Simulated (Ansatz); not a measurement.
Given:

```yaml
crystal:
  lattice:
    - [4.76996, 0.00000, 0.00000]
    - [0.00000, 3.67829, 0.00000]
    - [0.00000, 0.00000, 18.28068]
  atoms:
    - { symbol: As, position: [0.57188, 0.00000, 0.56549] }
    - { symbol: As, position: [0.92812, 0.50000, 0.56549] }
    - { symbol: As, position: [0.42812, 0.00000, 0.43451] }
    - { symbol: As, position: [0.07188, 0.50000, 0.43451] }
```

Calculation: PBE, rigid bands (plane waves, PAW, scalar-relativistic; Ansatz, a first-principles code). Cell: cell and atoms relaxed with PBE.

### Question
Predict the electron conductivity mass (n e² τ/σ) at 300 K, by direction if it differs.

### Answer
0.25 (x), 1.22 (y) mₑ.

### Question
And the band gap?

### Answer
0.82 eV at this level; semilocal functionals usually fall short of the measured gap.

Rigid bands, one relaxation time for all states, no polarons. Spin-orbit coupling is left out; where it splits the top of the valence band it changes the hole mass and lowers the gap by about a third of the splitting.
